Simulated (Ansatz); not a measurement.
Output of an Ansatz run (abridged):

```
WARN the atoms were moved onto the symmetric positions of the space group found under crystal.symmetry.tolerance 1.0e-5 (fractional …
WARN ansatz: RAYON_NUM_THREADS=1 ignored (pool sized by the plan → 1); use --threads N
Pseudopotentials: kind: paw
Pseudopotential: Sr, paw, valence charge 10
Pseudopotential: In, paw, valence charge 13
Crystal: 6 atoms, lattice volume = 476.263 Å³
Basis set: ecut = 420.4159175005146 eV, 9377 PW (Γ)
Bands: 44, of which v1, the nominal top of the filled ones, is band 36 counted from 1 (35 counted from 0)
Symmetry: 12 space group operations
Space group: P-3m1 (ITA 164), of the structure as read, at distance tolerance 7.8e-5 Å
k-points: 8 of 49
PAW frozen core: Sr, regenerated for the run's functional, and the local potential with it
PAW frozen core: In, regenerated for the run's functional, and the local potential with it
Initial density: superposition of atomic densities (neutral atoms: chi_scale 0, normalization atom), corrected by the library's trained network
Initial wavefunctions: pseudopotential atomic-orbital guess
Eigensolver: davidson
Functional: x = slater, c = lda
SCF iter   1: F=—  HF=-28716.640121 eV  |F-HF|=—  |Δ(HF+E_count)|=         —  Δρ=3.88e-3  dr2=4.33e-2  ethr=1.77e-3  ⟨swp⟩=12.6  Hψ=2092  notcnv=0
all-band conjugate gradients solve this SCF's bands
preconditioner: auto → LDOS
SCF iter   2: F=—  HF=-28716.643129 eV  |F-HF|=—  |Δ(HF+E_count)|=   3.01e-3  Δρ=2.76e-3  dr2=2.89e-2  ethr=6.01e-5  ⟨swp⟩=2.1  Hψ=688  notcnv=0  defer=11
SCF iter   3: F=—  HF=-28716.630252 eV  |F-HF|=—  |Δ(HF+E_count)|=   1.29e-2  Δρ=3.68e-4  dr2=1.00e-3  ethr=4.01e-5  ⟨swp⟩=2.0  Hψ=556  notcnv=0  defer=11
SCF iter   4: F=—  HF=-28716.630264 eV  |F-HF|=—  |Δ(HF+E_count)|=   1.18e-5  Δρ=8.02e-5  dr2=7.03e-5  ethr=1.39e-6  ⟨swp⟩=2.0  Hψ=550  notcnv=0  defer=11
SCF iter   5: F=—  HF=-28716.630272 eV  |F-HF|=—  |Δ(HF+E_count)|=   8.73e-6  Δρ=4.41e-5  dr2=1.28e-5  ethr=9.76e-8  ⟨swp⟩=2.0  Hψ=612  notcnv=0  defer=11
SCF iter   6: F=—  HF=-28716.630271 eV  |F-HF|=—  |Δ(HF+E_count)|=   1.73e-6  Δρ=1.97e-5  dr2=2.94e-6  ethr=1.77e-8  ⟨swp⟩=2.0  Hψ=610  notcnv=0  defer=11
SCF iter   7: F=—  HF=-28716.630270 eV  |F-HF|=—  |Δ(HF+E_count)|=   6.29e-7  Δρ=4.27e-6  dr2=2.02e-7  ethr=4.08e-9  ⟨swp⟩=2.0  Hψ=531  notcnv=0  defer=11
SCF iter   8: F=-28716.630270 eV  HF=-28716.630270 eV  |F-HF|=1.54e-8  |Δ(HF+E_count)|=   1.35e-9  Δρ=2.02e-6  dr2=3.07e-8  ethr=1.39e-10  ⟨swp⟩=15.5  Hψ=2093  notcnv=0
SCF 1 converged in 8 iterations: F = -28716.630270 eV  dr2 = 3.07e-8
SCF converged after 8 iterations
Free energy (F): -28716.630270 eV
Harris-Foulkes:  -28716.630270 eV  (|F-HF|=1.54e-8)
Internal energy: -28716.601736 eV  (E = F + TS)
E sigma→0 (E₀):  -28716.616003 eV
Entropy (-TS):   -0.028534 eV (-4.756 meV/atom)
Fermi energy:    0.796225 eV
--- Per-component energies (eV) ---
  E_band       = -929.116918
  E_kinetic    = 1455.350817
  E_local      = -33230.001721  (includes V_loc(G=0)·N_el)
  E_nonlocal   = 1887.231845
  E_hartree    = 15482.609600
  E_xc         = -1194.320470
  E_vxc        = -723.407385  (∫ρ·V_xc dr)
  E_paw        = -21245.209633  (= ΣΔE_a)
  E_vpaw       = -1283.521323  (= ΣTr[D̂ρ^β])
  E_aug_tail   = 0.000097  (compensation charges beyond the density's cutoff)
  E_ewald      = 8126.011314
  E_core_change = 1.726416  (= ΣΔE_core)
  E_smearing   = -0.028534  (= −TS)
  E_closure    = 0.000000  (closes the sum)
  Σ components = -28716.630270   (vs F -28716.630270, Δ=0.00e0)
--- Forces (eV/Å), atoms counted from 1 ---
  atom   1  Sr     0.00000000    -0.00000000    -0.12396100
  atom   2  Sr     0.00000000     0.00000000     0.12396100
  atom   3  In    -0.00000000     0.00000000    -0.17545983
  atom   4  In     0.00000000    -0.00000000     0.17545983
  atom   5  In     0.00000000     0.00000000    -0.01257543
  atom   6  In     0.00000000    -0.00000000     0.01257543
  max |Σ_I F_I| component: 5.55e-17 eV/Å
--- Stress (GPa, compression-positive) ---
       -1.420393       0.000000      -0.000000
       -0.000000      -1.420393       0.000000
       -0.000000       0.000000      -0.603013
  P = ⅓ Tr σ = -1.1479 GPa (-11.479 kbar)
  The stress holds the Pulay correction. Without it, at fixed plane waves, as pw.x and ABINIT print it: P = -1.1523 GPa
--- Band table (eV; the first three rows and the last of 8) ---
  k-point 0: bands = ["-35.0942", "-35.0894", "-17.2361", "-17.1473", "-17.1473", "-17.1369", "-17.1361", "-17.1361", "-13.8587", "-13.8587", "-13.8584", "-13.8584", "-13.8497", "-13.8435", "-13.8380", "-13.8380", "-13.8359", "-13.8359", "-13.6615", [...]
  k-point 1: bands = ["-35.0940", "-35.0893", "-17.2347", "-17.1532", "-17.1483", "-17.1412", "-17.1378", "-17.1366", "-13.8596", "-13.8593", "-13.8585", "-13.8582", "-13.8493", "-13.8438", "-13.8376", "-13.8369", "-13.8363", "-13.8351", "-13.6800", [...]
  k-point 2: bands = ["-35.0936", "-35.0889", "-17.2318", "-17.1665", "-17.1525", "-17.1507", "-17.1415", "-17.1362", "-13.8614", "-13.8613", "-13.8579", "-13.8576", "-13.8483", "-13.8450", "-13.8377", "-13.8366", "-13.8346", "-13.8336", "-13.7065", [...]
  k-point 7: bands = ["-35.0932", "-35.0885", "-17.2288", "-17.1714", "-17.1627", "-17.1586", "-17.1525", "-17.1355", "-13.8618", "-13.8614", "-13.8598", "-13.8593", "-13.8465", "-13.8457", "-13.8388", "-13.8376", "-13.8318", "-13.8318", "-13.7615", [...]
```

The structure:

```
CELL_PARAMETERS angstrom
      5.06967     0.00000     0.00000
     -2.53484     4.39046     0.00000
      0.00000     0.00000    21.39719
ATOMIC_POSITIONS crystal
  Sr 0.00000 0.00000 0.59529
  Sr 0.00000 0.00000 0.40471
  In 0.33333 0.66667 0.67285
  In 0.66667 0.33333 0.32715
  In 0.66667 0.33333 0.48227
  In 0.33333 0.66667 0.51773
```

**Question.** Reconstruct the input of this run.

**Answer.** Other spellings and defaults could give the same log, and not every line can be read from it. The input that was run (DFT, LDA (PW92), plane waves, default PAW files made with PBE):

Ansatz 0.2 input:
```yaml
crystal:
  lattice:
    - [5.06967200, 0.00000000, 0.00000000]
    - [-2.53483600, 4.39046500, 0.00000000]
    - [0.00000000, 0.00000000, 21.39718500]
  atoms:
    - { symbol: Sr, position: [0.00000000, 0.00000000, 0.59529300] }
    - { symbol: Sr, position: [0.00000000, 0.00000000, 0.40471200] }
    - { symbol: In, position: [0.33333300, 0.66666700, 0.67285400] }
    - { symbol: In, position: [0.66666700, 0.33333300, 0.32714600] }
    - { symbol: In, position: [0.66666700, 0.33333300, 0.48227400] }
    - { symbol: In, position: [0.33333300, 0.66666700, 0.51773100] }
basis:
  ecutwfc: 30.9 Ry
kpoints:
  mp_grid:
    grid: [7, 7, 1]
hamiltonian:
  xc: lda
  pseudopotentials:
    kind: paw
scf:
  occupations:
    method: gaussian
    width: 0.0073 Ry
output:
  forces: true
  eigenvalues: true
  stress: true
```

The starting cell comes from a database of computed structures (which also holds hypothetical and non-ambient phases and stackings), without a prior relaxation at this level. The slab is cut from that crystal, and its faces are unrelaxed. Its lattice was rescaled by up to half a per cent.

Ansatz is a quantum-chemistry and plane-wave program.
